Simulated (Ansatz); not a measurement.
**Input and output of a self-consistent single point for TiCd (P4/nmm, 4 atoms in the cell) (Ansatz, a quantum-chemistry and plane-wave program)**

Level of theory: LDA (PW92), default PAW files made with PBE (plane waves; Ansatz).

Input:

Ansatz 0.2 input:
```yaml
# TiCd
crystal:
  lattice:
    - [2.90254000, 0.00000000, 0.00000000]
    - [0.00000000, 2.90254000, 0.00000000]
    - [0.00000000, 0.00000000, 9.05925100]
  atoms:
    - { symbol: Ti, position: [0.00000000, 0.50000000, 0.39127000] }
    - { symbol: Ti, position: [0.50000000, 0.00000000, 0.60873000] }
    - { symbol: Cd, position: [0.00000000, 0.50000000, 0.86667000] }
    - { symbol: Cd, position: [0.50000000, 0.00000000, 0.13333000] }
basis:
  ecutwfc: 420.0
kpoints:
  mp_grid: { grid: [11, 11, 4] }
hamiltonian:
  xc: lda
  pseudopotentials: { kind: paw }
scf:
  occupations: { method: fermi_dirac, width: 0.1 }
output:
  forces: true
  eigenvalues: true
  stress: true
```

Log, with long lists cut:

```
WARN ansatz: RAYON_NUM_THREADS=1 ignored (pool sized by the plan → 1); use --threads N
Pseudopotentials: kind: paw
Pseudopotential: Ti, paw, valence charge 12
Pseudopotential: Cd, paw, valence charge 20
Crystal: 4 atoms, lattice volume = 76.322 Å³
Basis set: ecut = 420 eV, 1467 PW (Γ)
Bands: 39, of which v1, the nominal top of the filled ones, is band 32 counted from 1 (31 counted from 0)
Symmetry: 16 space group operations
Space group: P4/nmm (ITA 129), of the structure as read, at distance tolerance 4.2e-5 Å
k-points: 63 of 484
PAW frozen core: Ti, regenerated for the run's functional, and the local potential with it
PAW frozen core: Cd, regenerated for the run's functional, and the local potential with it
Initial density: superposition of atomic densities (neutral atoms: chi_scale 0, normalization atom), corrected by the library's trained network
Initial wavefunctions: pseudopotential atomic-orbital guess
Eigensolver: davidson
Functional: x = slater, c = lda
SCF iter   1: F=—  HF=-21136.686275 eV  |F-HF|=—  |Δ(HF+E_count)|=         —  Δρ=1.02e-2  dr2=6.18e-2  ethr=1.77e-3  ⟨swp⟩=4.7  Hψ=7645  notcnv=0
all-band conjugate gradients solve this SCF's bands
preconditioner: auto → Kerker (q_TF=auto, 2.649 Å⁻¹)
SCF iter   2: F=—  HF=-21136.671189 eV  |F-HF|=—  |Δ(HF+E_count)|=   1.51e-2  Δρ=4.09e-3  dr2=1.30e-2  ethr=9.66e-5  ⟨swp⟩=2.0  Hψ=3597  notcnv=0
SCF iter   3: F=—  HF=-21136.668853 eV  |F-HF|=—  |Δ(HF+E_count)|=   2.34e-3  Δρ=1.35e-3  dr2=2.35e-3  ethr=2.04e-5  ⟨swp⟩=2.1  Hψ=2913  notcnv=0
SCF iter   4: F=—  HF=-21136.668550 eV  |F-HF|=—  |Δ(HF+E_count)|=   3.03e-4  Δρ=2.36e-4  dr2=1.36e-4  ethr=3.67e-6  ⟨swp⟩=2.0  Hψ=2958  notcnv=0
SCF iter   5: F=—  HF=-21136.668531 eV  |F-HF|=—  |Δ(HF+E_count)|=   1.99e-5  Δρ=6.79e-5  dr2=7.53e-6  ethr=2.12e-7  ⟨swp⟩=1.7  Hψ=2604  notcnv=0
SCF iter   6: F=—  HF=-21136.668542 eV  |F-HF|=—  |Δ(HF+E_count)|=   1.10e-5  Δρ=2.22e-5  dr2=8.26e-7  ethr=1.18e-8  ⟨swp⟩=2.1  Hψ=3502  notcnv=0
SCF iter   7: F=-21136.668541 eV  HF=-21136.668541 eV  |F-HF|=3.54e-8  |Δ(HF+E_count)|=   1.42e-7  Δρ=5.80e-6  dr2=4.43e-8  ethr=1.56e-10  ⟨swp⟩=5.1  Hψ=9068  notcnv=0
SCF 1 converged in 7 iterations: F = -21136.668541 eV  dr2 = 4.43e-8
SCF converged after 7 iterations
Free energy (F): -21136.668541 eV
Harris-Foulkes:  -21136.668541 eV  (|F-HF|=3.54e-8)
Internal energy: -21136.574052 eV  (E = F + TS)
E sigma→0 (E₀):  -21136.621297 eV
Entropy (-TS):   -0.094489 eV (-23.622 meV/atom)
Fermi energy:    14.007737 eV
--- Per-component energies (eV) ---
  E_band       = -1100.750329
  E_kinetic    = 1552.858879
  E_local      = -8020.433531  (includes V_loc(G=0)·N_el)
  E_nonlocal   = 102.364666
  E_hartree    = 3685.531659
  E_xc         = -545.241484
  E_vxc        = -687.206954  (∫ρ·V_xc dr)
  E_paw        = -9888.577484  (= ΣΔE_a)
  E_vpaw       = -1419.382139  (= ΣTr[D̂ρ^β])
  E_aug_tail   = 0.000204  (compensation charges beyond the density's cutoff)
  E_ewald      = -8025.262001
  E_core_change = 2.185038  (= ΣΔE_core)
  E_smearing   = -0.094489  (= −TS)
  E_closure    = -0.000000  (closes the sum)
  Σ components = -21136.668541   (vs F -21136.668541, Δ=0.00e0)
--- Forces (eV/Å), atoms counted from 1 ---
  atom   1  Ti     0.00000000     0.00000000     0.10441736
  atom   2  Ti     0.00000000     0.00000000    -0.10441736
  atom   3  Cd     0.00000000     0.00000000    -0.10782691
  atom   4  Cd     0.00000000     0.00000000     0.10782691
  max |Σ_I F_I| component: 0.00e0 eV/Å
--- Stress (GPa, compression-positive) ---
       -7.657373       0.000000       0.000000
        0.000000      -7.657373       0.000000
        0.000000       0.000000      -7.713042
  P = ⅓ Tr σ = -7.6759 GPa (-76.759 kbar)
  The stress holds the Pulay correction. Without it, at fixed plane waves, as pw.x and ABINIT print it: P = -7.7062 GPa
--- Band table (eV; the first three rows and the last of 63) ---
  k-point 0: bands = ["-88.6195", "-88.6180", "-49.7307", "-49.7307", "-49.7274", "-49.7259", "-49.7259", "-49.7099", "-42.3375", "-42.2311", "-19.0144", "-18.7303", "-18.7303", "-18.6533", "-18.5788", "-18.5788", "4.1902", "4.4159", "4.4798", [...]
  k-point 1: bands = ["-88.6195", "-88.6180", "-49.7307", "-49.7307", "-49.7274", "-49.7259", "-49.7259", "-49.7099", "-42.3375", "-42.2311", "-19.0144", "-18.7303", "-18.7303", "-18.6533", "-18.5788", "-18.5788", "4.1903", "4.4158", "4.4806", [...]
  k-point 2: bands = ["-88.6195", "-88.6180", "-49.7307", "-49.7307", "-49.7274", "-49.7259", "-49.7259", "-49.7099", "-42.3375", "-42.2310", "-19.0144", "-18.7303", "-18.7303", "-18.6533", "-18.5788", "-18.5788", "4.1904", "4.4157", "4.4815", [...]
  k-point 62: bands = ["-88.6126", "-88.6126", "-49.7771", "-49.7771", "-49.7701", "-49.7700", "-49.7108", "-49.7104", "-42.2010", "-42.1988", "-19.0939", "-19.0928", "-18.8619", "-18.8481", "-18.7537", "-18.7397", "4.4408", "4.4417", "4.6303", [...]
```

The run converged in 7 iterations.

The starting cell comes from a database of computed structures (which also holds hypothetical and non-ambient phases and stackings), without a prior relaxation at this level. Its lattice was rescaled by up to half a per cent. Spin polarisation is off. With a pressure of about -8 GPa the cell is away from its equilibrium volume at this level. Ansatz's pressure includes its estimate of the finite-basis (Pulay) stress.
